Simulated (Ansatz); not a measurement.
The parent structure is MgSe in the rock salt structure (space group Fm-3m, No. 225; a = 5.450 Å).

Modification: a hydrostatic pressure of 1.8 GPa.

Levels (all Ansatz, an electronic-structure program, PAW): PBEsol (420 eV, scalar-relativistic without spin-orbit coupling); r2SCAN (500 eV, no spin-orbit coupling).

The geometry is relaxed with PBEsol.

| Property | Value |
|---|---|
| PBEsol hole mass | 0.17, 0.75, 0.75 mₑ (at Γ) |
| PBEsol band gap | 1.82 eV |
| PBEsol electron mass | 0.49 mₑ along k, 0.23 mₑ across (at X) |
| PBEsol width of the top valence band | 2.65 eV |

With r2SCAN at the same geometry, the hole mass (degenerate bands, along [100]) goes from 0.17, 0.75, 0.75 mₑ (at Γ) to 0.21, 0.76, 0.76 mₑ (at Γ); the band gap increases by 0.73 eV (1.82 eV → 2.55 eV); the electron mass changes from 0.49 mₑ along k, 0.23 mₑ across (at X) to 0.48 mₑ along k, 0.25 mₑ across (at X); the width of the top valence band shrinks by 0.06 eV, from 2.65 eV to 2.59 eV.

Single points use the geometry relaxed with PBEsol. Their cutoffs differ, which shifts pressures a little. Load acts through the strain it causes; cell and atoms are relaxed under it. Effective masses come from finite differences of ±0.01 Å⁻¹. Along k means along the line from Γ to the band edge. Whether these cells are dynamically stable was not tested.
